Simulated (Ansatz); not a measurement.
The reference is Os in the hcp (Mg type) structure (space group P6_3/mmc, No. 194; a = 2.729 Å, c = 4.309 Å; relaxed with 0.1 eV smearing). Axes: x lies along a and z along c of the hexagonal cell.

Level of theory: Kohn–Sham DFT with the PBEsol functional, run in Ansatz (a first-principles code) with PAW and 420 eV plane waves, no spin-orbit coupling.

Base values:

* **Pressure**: 0.0 GPa
* **Shortest interatomic distance**: 2.669 Å

The change: uniaxial strain ε_xx = −2.50 %, all other strain components held at zero; the atoms relax in the strained cell.

Problem. How does this affect the pressure?

Solution. The pressure (mean of the normal stresses, compression positive) goes from zero to 11.6 GPa.

Problem. Predict the new shortest interatomic distance.

Solution. The shortest interatomic distance falls by 0.015 Å to 2.654 Å.

Problem. Predict the new energy relative to the base.

Solution. The energy grows by 23 meV/atom.

Whether these cells are dynamically stable was not tested. The final runs are not spin-polarised.
